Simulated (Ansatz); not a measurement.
Start from GaSb in the zinc blende structure (space group F-43m, No. 216; a = 6.134 Å).

It is then changed as follows: every Sb is replaced by As, then cell and atoms are relaxed.

Levels (all Ansatz, an electronic-structure program, PAW, earlier PAW set): r2SCAN (500 eV, spin-orbit coupling left out); HSE06+SOC (420 eV, spin-orbit coupling included).

The geometry is relaxed with r2SCAN.

- r2SCAN lowest conduction level above the VBM at special points: Γ 0.97 eV; L 1.36 eV; X 1.78 eV
- r2SCAN valence-band top at Γ: 0.00, 0.00, 0.00 eV

With HSE06+SOC at the same geometry, the lowest conduction level above the VBM at special points changes from Γ 0.97 eV; L 1.36 eV; X 1.78 eV to Γ 1.25 eV; L 1.62 eV; X 1.95 eV; the valence-band top at Γ (three highest Kramers pairs, from the VBM) goes from 0.00, 0.00, 0.00 eV to 0.00, 0.00, -0.36 eV. The threefold valence maximum splits by Δso ≈ 0.36 eV.

Single points use the geometry relaxed with r2SCAN. The spin-orbit shifts are approximate. The levels and masses belong to the bands next to the band gap. Whether these cells are dynamically stable was not tested.
